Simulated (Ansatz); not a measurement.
Functionals compared on the (111) surface of rock-salt TiC in its 1x1 cell (cut with top plane C, bottom plane C), outermost plane spacing 1.25 Å in the ideal cut (one of several cuts of this face), with 1 C a cell over the bulk's ratio, in Ansatz (plane waves, PAW). The structure was relaxed with PBE; the other rows are single points on it. Cutoff 420 eV (500 eV for r2SCAN).

Model: 9-atom slab, C5Ti4, 10.0 Å thick at the start (thin: gaps and levels are the slab's own), 14x14x1 mesh, Fermi-Dirac 0.1 eV, dipole correction, all atoms relaxed; start symmetry kept, larger cells not searched; no spin, no spin-orbit, no U. These notes are the PBE run's.

```csv
functional,work function of the top face (eV),rough cost of the single point
PBE,6.72,–
LDA,6.96,around 22 core-seconds (rough)
PBEsol,6.76,around 21 core-seconds (rough)
RPBE,[?],roughly 22 core-seconds
r2SCAN,6.86,around 40 core-seconds (rough)
```

Problem. Fill in the missing entries.

Solution. 
- RPBE, work function of the top face (eV): 6.62

Ansatz is a program for electronic structure.
